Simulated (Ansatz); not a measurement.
## ZnSe, response to strain

Start from ZnSe in the zinc blende structure (space group F-43m, No. 216).

```
CELL_PARAMETERS angstrom
      0.00000     2.81686     2.81686
      2.81686     0.00000     2.81686
      2.81686     2.81686     0.00000
ATOMIC_POSITIONS crystal
  Se 0.75000 0.75000 0.75000
  Zn 0.00000 0.00000 0.00000
```

Cartesian axes are those of the cell as printed.

Strains are applied to the cell and any free atomic positions relax; under stress the whole cell relaxes.

All numbers come from PBEsol (Ansatz, a quantum-chemistry and plane-wave program, PAW, scalar-relativistic without spin-orbit coupling), earlier PAW set.

Candidates:
(a) uniaxial strain ε_zz = −4.02 %
(b) uniaxial stress, 2 GPa tension along x
(c) uniaxial strain ε_zz = +0.89 %

Before the change:

- Band gap = 1.23 eV

**Question.** Order them by band gap, lowest first.

**Answer.** (b) uniaxial stress, 2 GPa tension along x (1.12 eV), (c) uniaxial strain ε_zz = +0.89 % (1.19 eV), (a) uniaxial strain ε_zz = −4.02 % (1.30 eV)

Stability under load was not tested beyond the relaxation.
